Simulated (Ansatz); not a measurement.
Si under a change: biaxial strain −1.51 %, plane normal [001], relaxed out of plane

Consider Si in the diamond structure (space group Fd-3m, No. 227; a = 5.4443 Å). Axes: x, y, z lie along the cube axes.

One thing is altered: biaxial strain −1.51 %, plane normal [001], relaxed out of plane (Cartesian); in-plane vectors clamped, the third vector and the atoms free.

Calculations: r2SCAN (Ansatz, a program for electronic structure; PAW; 500 eV plane waves; without spin-orbit coupling). Γ-centred 10×10×10 mesh, Fermi–Dirac width 0.05 eV.

```tsv
quantity	base	changed	shift
volume per atom	20.17 Å³	19.78 Å³	-0.39 Å³
space group	Fd-3m (No. 227)	I4_1/amd (No. 141)	–
energy relative to the base (free energy F)	0 meV/atom	+5.4 meV/atom	+5.4 meV/atom
band gap	0.78 eV	0.59 eV	-0.184 eV
gap character	–	indirect, Γ → Γ–X (87 % along)	–
smallest direct gap	2.74 eV	2.65 eV	-0.09 eV
electron mass	0.91 mₑ along k, 0.19 mₑ across (off the special points)	0.90 mₑ along k, 0.19 mₑ across (off the special points)	–
valence-band top at Γ (three highest levels, from the VBM)	0.00, 0.00, 0.00 eV	0.00, 0.00, -0.21 eV	–
valley order (the lowest conduction-band minima on the path, energy above the VBM, named in the base's zone)	a point along ⟨100⟩, about 1.0 Å⁻¹ from Γ 0.78 eV; L along ⟨111⟩ 1.84 eV	a point along [100], about 1.0 Å⁻¹ from Γ 0.59 eV; a point along [001], about 1.0 Å⁻¹ from Γ 0.84 eV; L along [1-1-1] 1.82 eV	–
out-of-plane strain	–	+1.10 %	–
ratio −ε⊥/ε∥	–	0.73	–
mean in-plane stress (compression positive)	–	+2.9 GPa	–
```

Masses are band curvatures over ±0.01 Å⁻¹ around the edge. Along k means along the line from Γ to the band edge. Whether these cells are dynamically stable was not tested. Labels are those of the standard path for the cell's own space group.
